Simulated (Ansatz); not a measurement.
**SnSe (model structure, started from the PtS type, P4₂/mmc, No. 131, 4 atoms in the cell): lattice parameter a by level of theory**

No measured value is used here.

```
level (code)          value (Å)
-------------------  ----------
PBE (Ansatz)              3.940
PBEsol (Ansatz)           3.777
PBE-D3(BJ) (Ansatz)  (withheld)
```

### Question
What belongs in the gaps?

### Answer

- PBE-D3(BJ) (Ansatz, a program for electronic structure), value (Å): 3.782

Ansatz's density-functional and Hartree–Fock values are scalar-relativistic unless marked +SOC, with PAW data made under PBE.

A model structure was made by putting elements into a prototype or built by hand; it is no filed structure, need not be a known phase, and can be a saddle point held by its symmetry.
